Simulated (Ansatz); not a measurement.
# Fe4N, pressure series

Base system: Fe₄N (space group Pm-3m, No. 221; a = 3.786 Å; ferromagnetic; a cell from a computed database, its experimental status unchecked).

Cell and atoms are relaxed at each pressure.

Calculations: PBE, PAW, 420 eV (Ansatz, a program for electronic structure; no spin-orbit coupling).

Notes on the quantities. enthalpy: H = E + PV relative to the base's energy.

| variant | shortest interatomic distance | enthalpy |
|---|---|---|
| base | 1.893 Å | – |
| pressure −2 GPa | 1.900 Å | -0.14 eV/atom |
| pressure −1 GPa | 1.896 Å | -0.07 eV/atom |
| pressure 0.3 GPa | 1.892 Å | +0.02 eV/atom |
| pressure 0.7 GPa | 1.890 Å | +0.05 eV/atom |
| pressure 1.5 GPa | 1.888 Å | +0.10 eV/atom |
| pressure 3 GPa | 1.883 Å | +0.20 eV/atom |
| pressure 5 GPa | 1.876 Å | +0.33 eV/atom |
| pressure 7.5 GPa | 1.865 Å | +0.50 eV/atom |
| pressure 10 GPa | 1.850 Å | +0.66 eV/atom |

Other magnetic orders, which the real material may have, were not ruled out. Load acts through the strain it causes; cell and atoms are relaxed under it. No phonon test of stability was made. No other phases were tried under pressure.
